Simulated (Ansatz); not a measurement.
## PBE against r2SCAN: Ge, pressure 45 GPa

Consider Ge in the diamond structure (space group Fd-3m, No. 227; a = 5.762 Å).

(Cell as relaxed with PBE.)

Levels (all Ansatz, a quantum-chemistry and plane-wave program, PAW, earlier PAW set): PBE (420 eV, no spin-orbit coupling); r2SCAN (500 eV, no SOC).

Each level relaxes its own structure.

| base | PBE | r2SCAN |
|---|---|---|
| volume per atom | 23.92 Å³ | 22.82 Å³ |
| lattice parameter a | 5.762 Å | 5.673 Å |
| band gap | zero | 0.37 eV |

Modification: cell and atoms relaxed at a pressure of 45 GPa.

```
quantity                           PBE  r2SCAN
-----------------------------  -------  ------
shortest interatomic distance  2.226 Å     [?]
band gap                          zero     [?]
```

Problem. Given the PBE results, estimate those of r2SCAN.

Solution. 
- shortest interatomic distance, r2SCAN: 2.216 Å
- band gap, r2SCAN: 0.22 eV

PBE's shortest interatomic distance lies 0.010 Å above r2SCAN's (0.5 %); they disagree on the band gap. Neither level is exact; r2SCAN is the comparison here, not a measurement.

Load acts through the strain it causes; cell and atoms are relaxed under it. No phonon test of stability was made. Measured, Ge leaves this structure (for the β-tin structure) near 10.6 GPa (room temperature; as listed in arXiv:1906.07825). Gaps under 0.05 eV, about the width of the smearing, are given as zero. The zero or small gap of Ge and Ge under pressure 45 GPa can change with the level of theory.
